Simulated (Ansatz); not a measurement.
The reference is NaF in the rock salt structure (space group Fm-3m, No. 225; a = 4.629 Å). Axes: x, y, z lie along the cube axes.

Calculations: PBEsol (Ansatz, a first-principles code), no SOC.

Strains are applied to the cell and any free atomic positions relax; under biaxial strain the out-of-plane vector relaxes too.

One change was made to it. Results:

```csv
quantity,base,after
shortest interatomic distance,2.315 Å,2.309 Å
energy relative to the base (free energy F),0 meV/atom,+0.2 meV/atom
```

Name the change that was made.
(A) biaxial strain +2.00 %, plane normal [001], relaxed out of plane
(B) biaxial strain +0.50 %, plane normal [001], relaxed out of plane
(C) biaxial strain +2.50 %, plane normal [001], relaxed out of plane
(D) biaxial strain −2.50 %, plane normal [001], relaxed out of plane

B, biaxial strain +0.50 %, plane normal [001], relaxed out of plane. For comparison, the energy relative to the base in the other runs: biaxial strain +2.50 %, plane normal [001], relaxed out of plane gives +5.0 meV/atom; biaxial strain −2.50 %, plane normal [001], relaxed out of plane gives +6.2 meV/atom; biaxial strain +2.00 %, plane normal [001], relaxed out of plane gives +3.3 meV/atom.

No phonon test of stability was made.
